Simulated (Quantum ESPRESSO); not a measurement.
# Equation of state of hcp Zn (space group 194): energy against volume (Quantum ESPRESSO, LDA)

```yaml
crystal:
  lattice:
    - [2.49642, 0.00000, 0.00000]
    - [-1.24821, 2.16196, 0.00000]
    - [0.00000, 0.00000, 4.64560]
  atoms:
    - { symbol: Zn, position: [0.66667, 0.33333, 0.75000] }
    - { symbol: Zn, position: [0.33333, 0.66667, 0.25000] }
```

Computed with LDA (PZ), GBRV 1.5 ultrasoft (LDA) pseudopotentials (plane waves; Quantum ESPRESSO 7.5). Settings: ecutwfc = 65 Ry; ecutrho = 325 Ry; occupations = smearing; smearing = fermi-dirac; degauss = 0.0036749 Ry; potentials = {Zn: zn_lda_v1.uspp.F.UPF}; K_POINTS = automatic 30 30 14 0 0 0; conv_thr = 1e-10 Ry; mixing_beta = 0.3. The cell above is the first row's. The rows scale it uniformly. In all rows fractional positions and the k mesh are held. E is the free energy at the stated smearing, counted from the lowest row.

```
V (Å^3/atom)  E (meV/atom)
------------  ------------
12.5366              33.67
12.8091              18.09
13.0816               7.71
13.3542               1.83
13.6267               0.00
13.8992               1.84
14.1718               6.77
14.4443              14.49
14.7168                  ?
```

The 8 complete rows are fitted with the third-order Birch-Murnaghan form, a cubic in V^(-2/3), E against V. With u = V^(-2/3) - 0.177, the rows have u = 0.008302, 0.005665, 0.003119, 0.000659, -0.001717, -0.004016, -0.006241, -0.008396. Least squares gives E = 0.964 + 1106.77·u + 332596·u² + 1042204·u³. Residuals (row less fit): -0.002, -0.007, 0.027, -0.008, -0.039, 0.024, 0.012, -0.010; standard error 0.028 (degrees of freedom: 4). Its minimum lies at u = -0.001677, so V0 = (0.175323)^(-3/2) = 13.62. There d²E/du² = 654700 and d³E/du³ = 6253000, so B0 = (4/9) × 13.62^(-7/3) × 654700 × 0.160218 = 105 GPa (the last factor turns the table's units into GPa), and B0' = 4 + (2/3) × 0.175323 × (6253000)/654700 = 5.1. The program's pressures in the fitted runs (not shown) pass through zero at V = 13.58, 0.32 % from this V0.

Task: What does the fit predict for E at V = 14.7168, and how far is the calculated value from it?

Result: u = -0.010483, so E = 0.964 + 1106.77 × (-0.010483) + 332596 × (-0.010483)² + 1042204 × (-0.010483)³ = 24.711 meV/atom. The calculation gives 24.73 meV/atom, 0.019 meV/atom above the prediction (0.1 % of the range of E in the table). The row lies outside the fitted rows, so this is an extrapolation. From the scatter of the fitted rows alone, a prediction at this place has a standard error of 0.068 meV/atom, so the miss is 0.3 times that.

Carrying the step between the two nearest rows on in a straight line would have given 22.21, off by 2.52; series whose last step already gives the withheld value aren't shown. The reference cell has the volume at which an earlier scan in this program and functional put its minimum by a fit; axis ratios and inner coordinates come from a measured-size cell. The runs keep the symmetry of the cell, so they don't test it for distortions. The shape of the cell and the inner coordinates aren't relaxed, so V0 and B0 belong to this uniform scaling; a relaxed crystal lies no higher in energy and is usually softer. Cutoffs and mesh are single choices, not tested for convergence of this quantity. Series with a scatter that would blur these digits, or in which a gap closes, are not shown. Nor are scans whose minimum lies at an end fitted in this form.
